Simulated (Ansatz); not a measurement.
**What biaxial strain −1.67 %, plane normal [111], relaxed out of plane does to Rh**

Consider Rh in the fcc (Cu type) structure (space group Fm-3m, No. 225; a = 3.7551 Å; relaxed with 0.1 eV smearing). Axes: x, y, z lie along the cube axes.

One thing is altered: compressive biaxial strain of 1.67 % in the plane normal to [111], as in epitaxy on a mismatched substrate; the out-of-plane cell vector and the atoms relax.

Computed with LDA (Ansatz, a quantum-chemistry and plane-wave program, PAW, without spin-orbit coupling). k-mesh 30×30×30 (Γ-centred); smearing 0.1 eV (Fermi–Dirac).

```json
[
 {"quantity": "shortest interatomic distance", "base": "2.655 Å", "changed": "2.611 Å", "shift": "-0.044 Å"},
 {"quantity": "energy relative to the base (free energy F)", "base": "0 meV/atom", "changed": "+17 meV/atom", "shift": "+17 meV/atom"},
 {"quantity": "band gap", "base": "zero", "changed": "zero", "shift": "–"},
 {"quantity": "out-of-plane strain", "base": "–", "changed": "+0.95 %", "shift": "–"},
 {"quantity": "ratio −ε⊥/ε∥", "base": "–", "changed": "0.57", "shift": "–"},
 {"quantity": "mean in-plane stress (compression positive)", "base": "–", "changed": "+12.7 GPa", "shift": "–"}
]
```

Cost of the whole job for the changed cell (relaxation, final SCF and bands): roughly 110 core-seconds.

No phonon test of stability was made. The final runs are not spin-polarised.
